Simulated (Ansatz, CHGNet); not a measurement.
# NiGe (Pnma, No. 62, 8 atoms in the cell; start mp-1099): equilibrium volume per atom by level of theory

No measured value is used here.

| level (code) | value (Å³/atom) |
|---|---|
| CHGNet-r²SCAN | 13.74 |
| LDA (Ansatz) | 12.74 |
| PBE (Ansatz) | 13.73 |
| PBE-D3(BJ) (Ansatz) | 13.29 |
| PBE-D4 (Ansatz) | 13.36 |
| r²SCAN (Ansatz) | 13.29 |
| r²SCAN+rVV10 (Ansatz) | 13.15 |

The crystal itself was run without spin with LDA, PBE, PBE-D3(BJ), PBE-D4, r²SCAN, r²SCAN+rVV10; a magnetic state was not tried in these runs. CHGNet-r²SCAN: the cell has another shape than the first-principles one, perhaps another minimum in the same group. CHGNet-r²SCAN, LDA, PBE, PBE-D3(BJ), PBE-D4, r²SCAN, r²SCAN+rVV10: the relaxation could not lower the start's symmetry, so the cell can be a saddle point above a distorted one. Ansatz's density-functional and Hartree–Fock values are scalar-relativistic unless marked +SOC, with PAW data made under PBE.

Machine-learned potentials (CHGNet-r²SCAN) are trained on DFT data: a solid inside that data is no test of them.

A start named mp-… is a Materials Project structure, which need not be a measured phase.

Ansatz is a quantum-chemistry and plane-wave program.
